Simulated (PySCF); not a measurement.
PySCF 2.14.0, B3LYP/def2-svpd, df: Zr(F)3(H) ([F][ZrH]([F])[F]), 5 atoms. The geometry is a generated start, not checked to be a minimum at this level.

```
Quantity                                             Value
-------------------------  -------------------------------
task                                                energy
method                                               b3lyp
basis                                            def2-svpd
two-electron scheme                        density fitting
mol.max_memory                                     3000 MB
mf.max_cycle                                           100
mf.diis_space                                  8 (default)
mf.conv_tol                                1e-09 (default)
mf.grids.level                                 3 (default)
effective core potentials  those of the basis set, past Kr
basis functions                                        111
grid points                                          74984
```

```xyz
5

Zr    -0.0434    -0.0694    -0.0520
F      1.8235    -0.1330    -0.1767
F     -0.4046    -0.0934     1.7897
F     -0.5197     1.6500    -0.6182
H     -0.8559    -1.3542    -0.9428
```

Charge 0 and multiplicity 1 are set for this test and not shown to be the ground state.

With the defaults (mf.DIIS = CDIIS, mf.diis = true, mf.level_shift = 0, mf.damp = 0, mf.diis_start_cycle = 1, newton = off, mf.diis_damp = 0, mf.init_guess = minao) it converges in 12 Fock builds. One run each on 2 threads, 1 BLAS thread, with these changes:
- mf.diis_damp = 0.3
- mf.level_shift = 0.3 Hartree
- mf.diis = false, mf.damp = 0.7, mf.diis_start_cycle = 999
- mf.init_guess = huckel
- mf.DIIS = EDIIS
- mf.diis = false
- mf.damp = 0.3, mf.diis_start_cycle = 4
- mf.damp = 0.7, mf.diis_start_cycle = 8
- newton = Hessian by the SCF's own integrals

Question: Which runs fail or end elsewhere than the default run?

Answer: No convergence: mf.DIIS = EDIIS; mf.diis = false (the run ends without SCF convergence in 100 cycles). The rest reach the solution of the defaults.

```
setting                                                    Fock builds             end
---------------------------------------------------------  -----------  --------------
the defaults                                                        12   same solution
mf.diis_damp = 0.3                                                  12   same solution
mf.damp = 0.3, mf.diis_start_cycle = 4                              14   same solution
mf.damp = 0.7, mf.diis_start_cycle = 8                              15   same solution
mf.level_shift = 0.3 Hartree                                        17   same solution
mf.init_guess = huckel                                              17   same solution
newton = Hessian by the SCF's own integrals                         25   same solution
mf.diis = false, mf.damp = 0.7, mf.diis_start_cycle = 999           28   same solution
mf.DIIS = EDIIS                                                    101  no convergence
mf.diis = false                                                    101  no convergence
```

Under newton the count holds the products with the orbital Hessian.
